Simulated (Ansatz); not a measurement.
**What x(Al) = 0.25, 8 atoms, Cm does to GaAs**

Start from GaAs in the zinc blende structure (space group F-43m, No. 216; a = 5.6590 Å).

The other end (x = 1) is AlAs in the zinc blende structure (space group F-43m, No. 216): 22.84 Å³/atom, gap 1.34 eV.

Now apply this change: Al replaces 25.0 % of the Ga, ordered in a cell of 8 atoms (starting symmetry Cm) and fully relaxed.

All numbers come from DFT with PBEsol, PAW potentials and a 420 eV plane-wave cutoff in Ansatz (a program for electronic structure), spin-orbit coupling left out. k-mesh 9×9×5 (Γ-centred); smearing 0.05 eV (Fermi–Dirac), for the changed cell.

| quantity | base | changed | shift |
|---|---|---|---|
| density | 5.30 g/cm³ | 4.90 g/cm³ | -0.40 g/cm³ |
| shortest interatomic distance | 2.450 Å | 2.450 Å | -0.0008 Å |
| band gap | 0.42 eV | 0.68 eV | +0.26 eV |
| gap character (in this cell's own zone, which can be folded) | direct at Γ | direct at Γ | – |
| valence-band top at Γ (three highest levels, from the VBM) | 0.00, 0.00, 0.00 eV | 0.00, -0.01, -0.01 eV | – |
| mixing energy | – | +3 meV/atom | – |
| deviation of the volume from the linear (Vegard-type) interpolation | – | 0.0 % | – |
| bowing parameter b of this ordering, from Eg = [1−x] Eg[0] + x Eg[1] − b x [1−x] | – | -0.2 eV | – |
| mean first-shell distances | – | Ga–As 2.452 Å (end compound 2.450 Å), Al–As 2.454 Å (end compound 2.457 Å) | – |

Final structure:

```
CELL_PARAMETERS angstrom
      6.64190    -2.00221     0.00000
      6.64190     2.00221     0.00000
     -1.20849     0.00000     6.83097
ATOMIC_POSITIONS crystal
  As 0.68772 0.68772 0.56264
  As 0.18725 0.18725 0.06246
  As 0.93745 0.93745 0.31231
  As 0.43759 0.43759 0.81256
  Ga 0.99980 0.99980 0.00014
  Al 0.49994 0.49994 0.49954
  Ga 0.25027 0.25027 0.75051
  Ga 0.74998 0.74998 0.24984
```

Each cell is one ordered arrangement of few atoms, which overstates ordering effects compared with a random alloy. No phonon test of stability was made. k-point labels follow each cell's own Brillouin zone.
